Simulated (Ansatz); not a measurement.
Consider a periodic stack without vacuum, fluorite-type CoSi2 (0 0 1) on Si0.75Ge0.25, ordered (0 0 1), Ga on 1 of 2 substrate sites at each interface (film strained to the substrate, faces as cut): substrate slab Ge4Si16Ga2, film Co8Si16, surface cells [[0, -1], [1, 0]] and [[0, -1], [2, 1]], film strained by +3.2 and +3.2 %, faces GeSi/GeSi and Si/Co as cut (like faces can put a slab off its formula). Its start:

```yaml
crystal:
  lattice:
    - [5.53257, 0.00000, -0.01696]
    - [0.00000, 5.53278, -0.01507]
    - [-2.85792, -0.08172, 26.50394]
  atoms:
    - { symbol: Ge, position: [0.07002, 0.00771, 0.13552] }
    - { symbol: Si, position: [0.57634, 0.50282, 0.13675] }
    - { symbol: Ga, position: [0.47502, 0.95663, 0.02837] }
    - { symbol: Si, position: [0.08132, 0.56128, 0.03408] }
    - { symbol: Si, position: [0.29764, 0.26140, 0.08449] }
    - { symbol: Si, position: [0.79981, 0.73843, 0.08444] }
    - { symbol: Ge, position: [0.19012, 0.01924, 0.34510] }
    - { symbol: Si, position: [0.69227, 0.51942, 0.34574] }
    - { symbol: Si, position: [0.85360, 0.26312, 0.18864] }
    - { symbol: Si, position: [0.35208, 0.75314, 0.18785] }
    - { symbol: Ge, position: [0.62935, 0.01056, 0.24086] }
    - { symbol: Si, position: [0.13141, 0.51138, 0.24035] }
    - { symbol: Si, position: [0.41215, 0.27459, 0.29309] }
    - { symbol: Si, position: [0.91195, 0.75788, 0.29280] }
    - { symbol: Ga, position: [0.31901, 0.04089, 0.55472] }
    - { symbol: Si, position: [0.81870, 0.54156, 0.55556] }
    - { symbol: Si, position: [0.97467, 0.28054, 0.39818] }
    - { symbol: Si, position: [0.47275, 0.76954, 0.39793] }
    - { symbol: Ge, position: [0.75226, 0.02913, 0.45011] }
    - { symbol: Si, position: [0.25352, 0.52911, 0.45015] }
    - { symbol: Si, position: [0.54212, 0.29955, 0.50284] }
    - { symbol: Si, position: [0.03609, 0.77735, 0.50271] }
    - { symbol: Co, position: [0.94784, 0.56784, 0.76476] }
    - { symbol: Co, position: [0.44766, 0.06662, 0.76473] }
    - { symbol: Co, position: [0.38582, 0.55506, 0.66453] }
    - { symbol: Co, position: [0.88568, 0.05576, 0.66466] }
    - { symbol: Co, position: [0.05893, 0.57959, 0.95471] }
    - { symbol: Co, position: [0.54954, 0.06113, 0.94839] }
    - { symbol: Co, position: [0.50549, 0.57557, 0.86044] }
    - { symbol: Co, position: [0.00413, 0.07815, 0.86068] }
    - { symbol: Si, position: [0.17579, 0.81965, 0.71940] }
    - { symbol: Si, position: [0.67496, 0.31938, 0.71975] }
    - { symbol: Si, position: [0.67152, 0.81388, 0.71765] }
    - { symbol: Si, position: [0.16992, 0.31504, 0.71775] }
    - { symbol: Si, position: [0.61377, 0.79434, 0.61700] }
    - { symbol: Si, position: [0.10196, 0.30515, 0.61691] }
    - { symbol: Si, position: [0.11466, 0.80423, 0.62579] }
    - { symbol: Si, position: [0.60845, 0.29702, 0.62567] }
    - { symbol: Si, position: [0.27634, 0.81991, 0.91150] }
    - { symbol: Si, position: [0.78434, 0.32831, 0.91493] }
    - { symbol: Si, position: [0.78901, 0.81967, 0.91293] }
    - { symbol: Si, position: [0.28313, 0.32785, 0.91409] }
    - { symbol: Si, position: [0.73097, 0.82597, 0.81540] }
    - { symbol: Si, position: [0.23100, 0.32504, 0.81552] }
    - { symbol: Si, position: [0.22569, 0.82040, 0.81540] }
    - { symbol: Si, position: [0.72556, 0.31920, 0.81592] }
```

The start was prepared with a machine-learned potential, and the result is one local minimum, with the in-plane cell held and forces under 0.04 eV/Å; the film can end far from its bulk form.

All values below come from PBE (plane waves to 420 eV, PAW; Ansatz, an electronic-structure program). No spin–orbit coupling; the runs are not spin-polarised; PBE gaps are too small against experiment. Its k-point mesh 5×5×1, Fermi–Dirac width 0.05 eV.

Task: Predict the relaxed interface.

Result: interface area: 30.6 Å²
period: 25.87 Å
gaps between the outermost planes at the two interfaces: 1.59 and 1.16 Å
Ga–Si contacts across the interfaces within 1.22 times the sum of covalent radii: 5, mean 2.65 Å
Si–Si contacts across the interfaces within 1.22 times the sum of covalent radii: 5, mean 2.58 Å
Co–Ga contacts across the interfaces within 1.22 times the sum of covalent radii: 2, mean 2.46 Å
Co–Si contacts across the interfaces within 1.22 times the sum of covalent radii: 2, mean 2.33 Å
estimate of the barrier: withheld, since the two interfaces are unlike
slope of the mean potential energy in the substrate: -2.6 MV/cm × e
